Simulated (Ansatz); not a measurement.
An Ansatz (a first-principles code) input (Ansatz PBEsol, without spin-orbit coupling):

Ansatz 0.2 input:
```yaml
crystal:
  lattice:
    - [0, 0, -3.6449503995]
    - [-1.8502386719, 2.6166326235, -1.8224751998]
    - [1.8502386719, 2.6166326235, -1.8224751998]
  atoms:
    - { symbol: Mg, position: [0.5, 0.5, 0.5] }
    - { symbol: S, position: [0, 1, 0] }
basis: { ecutwfc: 420, ecutrho_ratio: 4, xc_grid: 2, fft_grid_basis: typed }
kpoints: { mp_grid: { grid: [11, 11, 11] } }
hamiltonian:
  xc: pbesol
  dispersion: none
  pseudopotentials: { kind: paw }
scf: { occupations: { method: fermi_dirac, width: 0.05 }, convergence: { dr2_threshold: 0.0000000002 } }
output: { forces: true, stress: true }
checkpoint: { write: state.ck, write_every: 1000 }
```

### Question
Which symmetry and how many k-points will the program report, and about how many plane waves at Γ?

### Answer
Space group Immm (ITA 71) with 8 operations, k-points 216 of 1331, and 701 plane waves at Γ.

### Question
And the final pressure?

### Answer
-1.08 GPa (compression positive).

A biaxial case was relaxed in a doubled cell and then solved in the primitive one. The cells carry an imposed strain or load. No phonon test of stability was made. The cell was made from MgS in the rock salt structure (space group Fm-3m, No. 225) by this change: biaxial strain +0.99 %, plane normal [110], relaxed out of plane.
